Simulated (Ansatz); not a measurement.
## Cd vacancy + Al on the Cd site (V_Cd+Al_Cd) in metastable zinc-blende CdS

All values below come from PBE, PAW (plane waves to 420 eV; Ansatz, an electronic-structure program). Cell: 64 sites, 2×2×2 repeats of a cell of 8 atoms; final energies on a 2×2×2 shifted mesh. Sites at the start: the Cd site; Cd 4.19 Å away. Energies of charged states are corrected for periodic images (point charge plus alignment at distant sites). Dielectric constants: PBE linear response of the host. Host gap at this level: 1.04 eV. Finite-size and sampling errors can reach tenths of an eV here. The semilocal functional narrows the gap, so deep levels can fall outside it. Spin–orbit coupling is left out. Each state is the lowest found from its start.

The name describes the start; the neighbours show where the atoms ended.

Charges with a result: 0, −1. Others weren't obtained, and one of them could lie lower, also by skipping a charge.

```json
[
 {"charge": "0†", "moment (μB)": "1.0", "largest move off a lattice site (Å)": "0.29", "neighbours of the last Al atom of the defect at the end (Å)": "S 2.25, S 2.33, S 2.34, S 2.34", "image correction with alignment (eV)": "0.03", "above the lowest spin state (eV)": "0.00"},
 {"charge": "0†", "moment (μB)": "1.0", "largest move off a lattice site (Å)": "0.29", "neighbours of the last Al atom of the defect at the end (Å)": "S 2.25, S 2.33, S 2.34, S 2.34", "image correction with alignment (eV)": "0.03", "above the lowest spin state (eV)": "0.00"},
 {"charge": "−1", "moment (μB)": "0.0", "largest move off a lattice site (Å)": "0.30", "neighbours of the last Al atom of the defect at the end (Å)": "S 2.25, S 2.33, S 2.34, S 2.34", "image correction with alignment (eV)": "0.52", "above the lowest spin state (eV)": "0.00"},
 {"charge": "−1", "moment (μB)": "not spin-polarised", "largest move off a lattice site (Å)": "0.30", "neighbours of the last Al atom of the defect at the end (Å)": "S 2.25, S 2.33, S 2.34, S 2.34", "image correction with alignment (eV)": "0.52", "above the lowest spin state (eV)": "0.00"}
]
```

† Not settled in this cell, so no level is given: charge 0: a level filled in part, a correction for the charge's moments that the other states lack.

Starting moments that weren't kept: charge 0 began with 3 μB and ended with 1.0; charge −1 began with 2 μB and ended with 0.0.

Flagged in the runs: a strain field that reaches the edge of the cell.

All states together cost very roughly 9 core-hours.
